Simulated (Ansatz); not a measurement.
The parent structure is PbI₂ in the CdI2 type structure (space group P-3m1, No. 164).

```
PbI2
1.0
    4.55930     0.00000     0.00000
   -2.27965     3.94847     0.00000
    0.00000     0.00000     6.97268
Pb I
1 2
Direct
  0.00000   0.00000   0.00000
  0.33333   0.66667   0.27092
  0.66667   0.33333   0.72908
```

Cartesian axes are those of the cell as printed.

The values are results of Ansatz (a program for electronic structure), PBE-D3(BJ), PAW, cutoff 420 eV, no SOC, earlier PAW set, not measurements.

For the base:

| Item | Result |
|---|---|
| Volume per atom | 41.84 Å³ |
| Hole mass | 0.59 mₑ along k, 0.74 mₑ across (at A) |
| Pressure | 0.00 GPa |
| Gap character | direct at A |

Perturbation: compressive biaxial strain of 4.40 % in the plane normal to [001], as in epitaxy on a mismatched substrate; the out-of-plane cell vector and the atoms relax.

Problem. How does this affect the volume per atom, hole mass, pressure and gap character?

Solution. The volume per atom falls by 1.98 Å³, from 41.84 Å³ to 39.86 Å³; the hole mass goes from 0.59 mₑ along k, 0.74 mₑ across (at A) to 0.36 mₑ along k, 0.86 mₑ across (at A); the pressure (mean of the normal stresses, compression positive) goes from zero to 0.90 GPa; the gap character remains direct at A.

Spin-orbit coupling, missing from the scalar runs, can matter with I and Pb. Effective masses come from finite differences of ±0.01 Å⁻¹. Along k means along the line from Γ to the band edge. No phonon test of stability was made.
